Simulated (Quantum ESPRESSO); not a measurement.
Input and output of a self-consistent single point for AlN (P6_3mc, 4 atoms in the cell) (Quantum ESPRESSO).

Method of the run: PBE, PseudoDojo standard norm-conserving (PBE) pseudopotentials (plane waves; Quantum ESPRESSO).

The change in words: lattice scaled by 0.98. Reference geometry:
```xyz
4
Lattice="3.1348 0.0000 0.0000 -1.5674 2.7149 0.0000 0.0000 0.0000 5.0270" Properties=species:S:1:pos:R:3 pbc="T T T"
Al     1.5674     0.9050     2.5099
Al     0.0000     1.8099     5.0234
N      1.5674     0.9050     4.4273
N      0.0000     1.8099     1.9138
```

Reference input (self-consistent single point, DFT, PBE, plane waves, PseudoDojo standard norm-conserving (PBE) pseudopotentials): ecutwfc = 85 Ry; occupations = fixed; potentials = {Al: Al.upf, N: N.upf}; K_POINTS = automatic 12 12 7 0 0 0; nbnd = 16; conv_thr = 1e-10 Ry. This run's input differs from it in these lines:

```diff
@@ -10,4 +10,4 @@
   ibrav = 4
-  celldm(1) = 5.924002121
-  celldm(3) = 1.60358516019
+  celldm(1) = 5.805522175
+  celldm(3) = 1.60358509460
   nat = 4
@@ -25,6 +25,6 @@
 ATOMIC_POSITIONS {angstrom}
-Al    1.567423460    0.904952357    2.509927834
-Al    0.000000000    1.809904713    5.023424834
-N     1.567423460    0.904952357    4.427323886
-N     0.000000000    1.809904713    1.913826886
+Al    1.536075016    0.886853324    2.459729218
+Al    0.000000000    1.773706648    4.922956218
+N     1.536075016    0.886853324    4.338777302
+N     0.000000000    1.773706648    1.875550302
 K_POINTS {automatic}
```

The program printed (abridged):

```
     Self-consistent Calculation

     iteration #  1     ecut=    85.00 Ry     beta= 0.70

     total energy              =     -50.67610089 Ry
     estimated scf accuracy    <       1.21234273 Ry

     iteration #  2     ecut=    85.00 Ry     beta= 0.70

     total energy              =     -51.03226930 Ry
     estimated scf accuracy    <       0.77004450 Ry

     iteration #  3     ecut=    85.00 Ry     beta= 0.70

     total energy              =     -51.16735008 Ry
     estimated scf accuracy    <       0.00621190 Ry

   [... 6 blocks of this kind left out ...]

     iteration # 10     ecut=    85.00 Ry     beta= 0.70

     total energy              =     -51.17179584 Ry
     estimated scf accuracy    <          6.8E-09 Ry

     iteration # 11     ecut=    85.00 Ry     beta= 0.70
     End of self-consistent calculation

     highest occupied, lowest unoccupied level (ev):     7.5229   12.0605

!    total energy              =     -51.17179584 Ry
     estimated scf accuracy    <          1.6E-11 Ry

     convergence has been achieved in  11 iterations

     Forces acting on atoms (cartesian axes, Ry/au):

     atom    1 type  1   force =     0.00000000    0.00000000   -0.00091730
     atom    2 type  1   force =    -0.00000000   -0.00000000   -0.00091730
     atom    3 type  2   force =     0.00000000    0.00000000    0.00091730
     atom    4 type  2   force =    -0.00000000   -0.00000000    0.00091730

     Total force =     0.001835     Total SCF correction =     0.000000

          total   stress  (Ry/bohr**3)                   (kbar)     P=      116.74
   0.00081278   0.00000000   0.00000000          119.56        0.00        0.00
   0.00000000   0.00081278  -0.00000000            0.00      119.56       -0.00
   0.00000000  -0.00000000   0.00075510            0.00       -0.00      111.08

   JOB DONE.
```

The run converged in 11 iterations. Against the reference run the free energy goes up by 19.3 meV/atom, the pressure goes from -1.23 to 11.67 GPa, the largest force goes from 0.001 to 0.024 eV/Å and the gap on the mesh goes from 4.003 to 4.538 eV.

The starting cell comes from a database of computed structures (which also holds hypothetical and non-ambient phases and stackings), without a prior relaxation at this level. Its lattice was rescaled by a random factor within 2.5 % of one. For this run, on top of that: lattice scaled by 0.98. With a pressure of about 12 GPa the cell is away from its equilibrium volume at this level.

Cost on one core of a shared machine: roughly 40 s.
